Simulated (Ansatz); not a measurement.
The parent structure is Pd in the fcc (Cu type) structure (space group Fm-3m, No. 225; a = 3.8755 Å).

The values are results of PBEsol (Ansatz, a quantum-chemistry and plane-wave program, PAW, no spin-orbit coupling), earlier PAW set, not measurements.

Base values:

Lattice parameter a: 3.876 Å

It is then changed as follows: cell and atoms relaxed at a pressure of 75 GPa.

How does this affect the lattice parameter a?

The lattice parameter a drops by 0.2614 Å, from 3.876 Å to 3.614 Å.

Load acts through the strain it causes; cell and atoms are relaxed under it. Stability against distortions was not tested. Competing high-pressure phases were not computed. The final runs are not spin-polarised.
